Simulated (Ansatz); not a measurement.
Bulk modulus of Mo3Ru (model structure, started from the D019 type, P6₃/mmc, No. 194, 8 atoms in the cell) at several levels of theory

No measured value is used here.

```csv
level (code),value (GPa),cell (Å³/atom)
LDA (Ansatz),292,14.62
PBE (Ansatz),256,15.37
PBEsol (Ansatz),278,14.89
r²SCAN (Ansatz),271,15.15
```

LDA, PBE, PBEsol, r²SCAN: the run has no spin polarisation, so it can have missed a magnetic state. LDA, PBE, PBEsol, r²SCAN: the bulk modulus is −V dP/dV from two relaxed cells at ±2 % in volume. Each level is taken at its own relaxed cell. Cutoffs differ between the levels. Ansatz's density-functional and Hartree–Fock values are scalar-relativistic unless marked +SOC, with PAW data made under PBE.

A model structure was made by putting elements into a prototype or built by hand; it is no filed structure, need not be a known phase, and can be a saddle point held by its symmetry.

Ansatz is an electronic-structure program.
